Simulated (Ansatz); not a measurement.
**Hypothetical P6_3/mmc HgI2: thickness series**

Consider HgI₂ in the 2H-MoS2 type structure (space group P6_3/mmc, No. 194; a hypothetical phase, not in the database extracts checked; layered, stacked along the Cartesian z axis).

Space group P6₃/mmc (No. 194); a = b = 4.071 Å, c = 13.559 Å, α = β = 90.00°, γ = 120.00°

| atom | site | symmetry | x | y | z |
|---|---|---|---|---|---|
| Hg | 2c | -6m2 | 0.3333 | 0.6667 | 0.2500 |
| I | 4f | 3m. | 0.6667 | 0.3333 | 0.1111 |

Free-standing slabs (3 atom(s) a layer) normal to the stacking axis with 15 Å of vacuum; in-plane cell relaxed.

Computed with PBEsol-D3(BJ) (Ansatz, an electronic-structure program, PAW, without spin-orbit coupling), earlier PAW set.

Notes on the quantities. excess energy per area of both faces: slab less bulk energy over the cell's area: twice a surface energy; uncertain by up to 0.1 J/m²; layer's space group: with vacuum.

| change | excess energy per area of both faces | layer's space group | gap character |
|---|---|---|---|
| 1 layer | 0.43 J/m² | P-6m2 (No. 187) | indirect, Γ → M |
| 2 layers | 0.4 J/m² | P-3m1 (No. 164) | indirect, Γ → M |
| 3 layers | 0.4 J/m² | P-6m2 (No. 187) | indirect, K–Γ (44 % along) → M |

The excess energy carries the mismatch between the slab's and the bulk's meshes. With Hg and I present, leaving out spin-orbit coupling can change the band edges. Whether these cells are dynamically stable was not tested. All final runs are without spin polarisation. Labels are those of the standard path for the cell's own space group.
